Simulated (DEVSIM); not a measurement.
Structure: Pt/Al2O3/p-Ge capacitor, at 300 K.

| layer (left to right) | material | thickness (nm) | Na (cm⁻³) |
|---|---|---|---|
| 1 | Al2O3 | 9.20 | - |
| 2 | Ge | 2700 | 1e17 |

Metal gate on the left, work function 5.6 eV. Fixed charge at the semiconductor interface 0 cm⁻² (in units of +e); no interface traps.

The device is made up for the run: typed textbook-type constants, with dimensions and the other settings drawn at random. Values at 300 K.

| parameter | Al2O3 | Ge |
|---|---|---|
| gap (eV) | 6.8 | 0.664 |
| affinity (eV) | 1.35 | 4 |
| permittivity | 9 | 16 |
| Nc (cm⁻³) | - | 1.04e19 |
| Nv (cm⁻³) | - | 6e18 |

DEVSIM, 1D Poisson equation in equilibrium, Boltzmann statistics, complete ionisation; no quantum confinement or tunnelling. Metal contacts follow the ideal Schottky-Mott rule: no Fermi-level pinning, no interface dipoles.

Q: Tabulate band edges, carrier densities and field at 1.4 V on the gate.

A: Energies count from the Fermi level of the right contact; mesh points crowd at the junctions.

| x (μm) | Ec (eV) | Ev (eV) | n (cm⁻³) | p (cm⁻³) | field (V/cm) |
|---|---|---|---|---|---|
| 0.000 | 2.850 | -3.950 | < 1e2 | < 1e2 | 120000 |
| 0.001230 | 2.865 | -3.935 | < 1e2 | < 1e2 | 120000 |
| 0.003426 | 2.893 | -3.907 | < 1e2 | < 1e2 | 120000 |
| 0.006432 | 2.930 | -3.870 | < 1e2 | < 1e2 | 120000 |
| 0.008731 | 2.959 | -3.841 | < 1e2 | < 1e2 | 120000 |
| 0.009782 | 0.319 | -0.345 | 4.6e13 | 9.5e12 | 70000 |
| 0.01184 | 0.333 | -0.331 | 2.7e13 | 1.6e13 | 67000 |
| 0.01890 | 0.377 | -0.287 | 4.7e12 | 9.2e13 | 59000 |
| 0.03170 | 0.444 | -0.220 | 3.6e11 | 1.2e15 | 45000 |
| 0.05961 | 0.528 | -0.136 | 1.4e10 | 3.1e16 | 17000 |
| 0.1204 | 0.557 | -0.107 | 4.5e9 | 9.7e16 | 440 |
| 0.3185 | 0.558 | -0.106 | 4.4e9 | 1.0e17 | ≈ 0 |
| 0.6847 | 0.558 | -0.106 | 4.4e9 | 1.0e17 | ≈ 0 |
| 1.448 | 0.558 | -0.106 | 4.4e9 | 1.0e17 | ≈ 0 |
| 2.268 | 0.558 | -0.106 | 4.4e9 | 1.0e17 | ≈ 0 |
| 2.508 | 0.558 | -0.106 | 4.4e9 | 1.0e17 | ≈ 0 |
| 2.617 | 0.558 | -0.106 | 4.4e9 | 1.0e17 | ≈ 0 |
| 2.668 | 0.558 | -0.106 | 4.4e9 | 1.0e17 | ≈ 0 |
| 2.695 | 0.558 | -0.106 | 4.4e9 | 1.0e17 | ≈ 0 |
| 2.703 | 0.558 | -0.106 | 4.4e9 | 1.0e17 | ≈ 0 |
| 2.707 | 0.558 | -0.106 | 4.4e9 | 1.0e17 | ≈ 0 |
| 2.709 | 0.558 | -0.106 | 4.4e9 | 1.0e17 | ≈ 0 |
